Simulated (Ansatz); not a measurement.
**SmRh₂ (Fd-3m, No. 227)**

Method: PBEsol (Ansatz, a first-principles code, PAW).

Run with plane-wave cutoff 500 eV, 12×12×12 k mesh, Fermi–Dirac smearing 0.1 eV, spin-polarised start, scalar-relativistic PAW data made under PBE.

Cell: relaxed at this level.

```
Quantity                            Result
---------------------------  -------------
equilibrium volume per atom  17.55 Å³/atom
lattice constant a                 7.496 Å
band gap                     zero (no gap)
```

Note: the magnetic order was assumed, not searched for or taken from measurement; the 4f shell is treated without U or exact exchange, so its levels and filling can be wrong.

Spin–orbit coupling is not included.

Computed values are for the static lattice.
